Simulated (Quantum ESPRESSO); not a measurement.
Worked example: self-consistent single point of Ta2Si (Fmm2, 6 atoms in the cell) in Quantum ESPRESSO.

Level of theory: LDA (PZ), GBRV 1.5 ultrasoft (LDA) pseudopotentials (plane waves; Quantum ESPRESSO 7.5).

```
CELL_PARAMETERS angstrom
     -3.07850     3.07850     2.51607
      3.07850    -3.07850     2.51607
      3.07850     3.07850    -2.51607
ATOMIC_POSITIONS crystal
  Ta 0.66359 0.83641 0.50000
  Ta 0.33641 0.16359 0.50000
  Ta 0.84215 0.34215 0.18430
  Ta 0.16359 0.66359 0.82718
  Si 0.25000 0.25000 0.00000
  Si 0.75000 0.75000 0.00000
```

Reference input (self-consistent single point, DFT, LDA (PZ), plane waves, GBRV 1.5 ultrasoft (LDA) pseudopotentials): ecutwfc = 40 Ry; ecutrho = 320 Ry; occupations = smearing; smearing = gaussian; degauss = 0.0073499 Ry; potentials = {Ta: ta_lda_v1.uspp.F.UPF, Si: si_lda_v1.uspp.F.UPF}; K_POINTS = automatic 4 4 4 0 0 0; conv_thr = 1e-10 Ry; mixing_beta = 0.7. This run's input differs from it in these lines:

```diff
@@ -14,5 +14,3 @@
  ecutrho = 320,
- occupations = 'smearing',
- smearing = 'gaussian',
- degauss = 0.0073499,
+ occupations = 'tetrahedra_opt',
 /
@@ -37,3 +35,3 @@
 K_POINTS automatic
-4 4 4  0 0 0
+8 8 8  0 0 0
```

Log, with long lists cut:

```
     Self-consistent Calculation

     iteration #  1     ecut=    40.00 Ry     beta= 0.70

     Threshold (ethr) on eigenvalues was too large:
     Diagonalizing with lowered threshold

     negative rho (up, down):  3.787E-01 0.000E+00

     total energy              =    -587.12965808 Ry
     estimated scf accuracy    <       0.18818657 Ry

     iteration #  2     ecut=    40.00 Ry     beta= 0.70

     negative rho (up, down):  3.824E-01 0.000E+00

     total energy              =    -587.15824773 Ry
     estimated scf accuracy    <       0.11072233 Ry

     iteration #  3     ecut=    40.00 Ry     beta= 0.70

     negative rho (up, down):  3.846E-01 0.000E+00

     total energy              =    -587.18663943 Ry
     estimated scf accuracy    <       0.00905878 Ry

   [... 7 blocks of this kind left out ...]

     iteration # 11     ecut=    40.00 Ry     beta= 0.70

     negative rho (up, down):  3.861E-01 0.000E+00

     total energy              =    -587.18865404 Ry
     estimated scf accuracy    <          7.5E-10 Ry

     iteration # 12     ecut=    40.00 Ry     beta= 0.70

     negative rho (up, down):  3.861E-01 0.000E+00
     End of self-consistent calculation

     the Fermi energy is    17.4168 ev

!    total energy              =    -587.18865404 Ry
     estimated scf accuracy    <          5.4E-11 Ry

     convergence has been achieved in  12 iterations

     negative rho (up, down):  3.861E-01 0.000E+00

     Forces acting on atoms (cartesian axes, Ry/au):

     atom    1 type  1   force =     0.00152274    0.00085735    0.00000000
     atom    2 type  1   force =     0.00085735    0.00152274    0.00000000
     atom    3 type  1   force =    -0.01442895   -0.01442895    0.00000000
     atom    4 type  1   force =     0.00814422    0.00814422    0.00000000
     atom    5 type  2   force =     0.00195232    0.00195232    0.00000000
     atom    6 type  2   force =     0.00195232    0.00195232    0.00000000

     Total force =     0.023883     Total SCF correction =     0.000016

     negative rho (up, down):  3.861E-01 0.000E+00
          total   stress  (Ry/bohr**3)                   (kbar)     P=      -72.31
  -0.00052630   0.00003716   0.00000000          -77.42        5.47        0.00
   0.00003716  -0.00052630   0.00000000            5.47      -77.42        0.00
   0.00000000   0.00000000  -0.00042210            0.00        0.00      -62.09

   JOB DONE.
```

The run converged in 12 iterations. Against the reference run the free energy rises by 2.6 meV/atom, the pressure goes from -7.05 to -7.23 GPa and the largest force moves little (0.526 to 0.525 eV/Å).

The starting cell comes from a database of computed structures (which also holds hypothetical and non-ambient phases and stackings), without a prior relaxation at this level. Its lattice was rescaled by up to half a per cent. One atom was moved a little off its site on purpose. Spin polarisation is off. With a pressure of about -7 GPa the cell is away from its equilibrium volume at this level.

Cost on one core of a shared machine: roughly 3 min.
